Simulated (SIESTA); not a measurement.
Band structure of SnO2 (P4_2/mnm, 6 atoms in the cell).

```
CELL_PARAMETERS angstrom
      4.74000     0.00000     0.00000
      0.00000     4.74000     0.00000
      0.00000     0.00000     3.19000
ATOMIC_POSITIONS crystal
  Sn 0.00000 0.00000 0.00000
  Sn 0.50000 0.50000 0.50000
  O  0.30700 0.30700 0.00000
  O  0.80700 0.19300 0.50000
  O  0.19300 0.80700 0.50000
  O  0.69300 0.69300 0.00000
```

Method of the run: SIESTA 5.4.2 with GGA PBE, numerical atomic orbitals TZP, PseudoDojo PBE standard norm-conserving potentials (rewritten from UPF to PSML).

Settings: XC.functional = GGA; XC.authors = PBE; potentials = PseudoDojo PBE standard; PAO.BasisSize = TZP; PAO.EnergyShift = 0.01 Ry; MeshCutoff = 350 Ry; kgrid.MonkhorstPack = 4 4 5; OccupationFunction = FD; ElectronicTemperature = 116.05 K; MaxSCFIterations = 150; SCF.Mixer.Method = Pulay; SCF.Mixer.Weight = 0.2; SCF.Mixer.History = 6; SCF.DM.Tolerance = 1.0E-04.

The starting cell has typed, rounded lattice constants, without a prior relaxation at this level. Values carry the incompleteness of an atom-centred basis.

Predict the gap along the standard path and the places of the band edges.

The gap along the path is 0.98 eV, direct at Γ to within 0.01 eV.

Levels in eV from the top of the valence band on the path, bands 23 to 27:
```json
[
 {"point": "Γ", "23": "-1.36", "24": "-0.72", "25": "-0.72", "26": "0.00", "27": "0.98"},
 {"point": "X", "23": "-1.29", "24": "-1.29", "25": "-0.62", "26": "-0.62", "27": "4.19"},
 {"point": "M", "23": "-1.43", "24": "-1.43", "25": "-0.91", "26": "-0.91", "27": "4.58"},
 {"point": "Z", "23": "-1.61", "24": "-1.61", "25": "-1.27", "26": "-1.27", "27": "5.95"},
 {"point": "R", "23": "-1.02", "24": "-1.02", "25": "-0.80", "26": "-0.80", "27": "6.21"},
 {"point": "A", "23": "-0.95", "24": "-0.95", "25": "-0.76", "26": "-0.76", "27": "4.69"}
]
```

Higher empty bands are left out: an atom-centred basis made for the valence describes them poorly.
